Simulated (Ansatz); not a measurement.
Evanescent states of TiO2 (I4_1/amd, anatase, 6 atoms a cell, 11.5 Å³ an atom) along the normal of (110)

Level of theory: r2SCAN (plane waves, PAW; Ansatz, an electronic-structure program).

The gap is the functional's own. No spin-orbit coupling. Mid-gap values are those at the computed energy nearest the middle.

Energies count from the valence-band top; κ is the least over a 6×6 mesh across the current.

```csv
E (eV),κ (1/Å),where
0.07,0.165,Γ
0.20,0.205,off Γ
0.33,0.232,off Γ
0.46,0.252,off Γ
0.58,0.264,off Γ
0.71,0.272,Γ
0.84,0.276,Γ
0.97,0.279,Γ
1.10,0.279,Γ
1.24,0.278,Γ
1.36,0.274,Γ
1.50,0.268,Γ
1.62,0.260,Γ
1.75,0.249,Γ
1.89,0.234,Γ
2.02,0.216,Γ
2.15,0.192,Γ
2.27,0.160,Γ
2.40,0.113,Γ
```

Problem. How thick must the barrier be to attenuate the transmission by 10^8 when the electrodes' Fermi level lies at 1.89 eV, and what attenuation does that film give at 0.84 eV?

Solution. d = 8 ln 10 / (2 × 0.234) = 39.4 Å. At 0.84 eV it gives 8 × 0.276/0.234 = 9.4 decades.
